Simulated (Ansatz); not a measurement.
The reference is WC (space group P-6m2, No. 187; a = 2.913 Å, c = 2.835 Å; relaxed with 0.1 eV smearing). Axes: x lies along a and z along c of the hexagonal cell.

The values are results of r2SCAN/PAW in Ansatz (a first-principles code), no spin-orbit coupling, not measurements.

Strains are applied to the cell and any free atomic positions relax.

One change was made to it. Results:

| quantity | base | after |
|---|---|---|
| energy relative to the base (free energy F) | 0 meV/atom | +9.1 meV/atom |
| shortest interatomic distance | 2.199 Å | 2.204 Å |
| pressure (mean of the normal stresses, compression positive) | 0.0 GPa | -7.2 GPa |

Problem. Which of these changes matches the shifts?
(A) uniaxial strain ε_xx = +1.00 %
(B) uniaxial strain ε_xx = +0.50 %
(C) uniaxial strain ε_xx = +2.50 %
(D) uniaxial strain ε_xx = +1.50 %
(E) uniaxial strain ε_xx = +2.00 %

Solution. E, uniaxial strain ε_xx = +2.00 %. For comparison, the energy relative to the base in the other runs: uniaxial strain ε_xx = +1.00 % gives +2.3 meV/atom; uniaxial strain ε_xx = +0.50 % gives +0.6 meV/atom; uniaxial strain ε_xx = +2.50 % gives +14 meV/atom; uniaxial strain ε_xx = +1.50 % gives +5.2 meV/atom.

No phonon test of stability was made. The final runs are not spin-polarised.
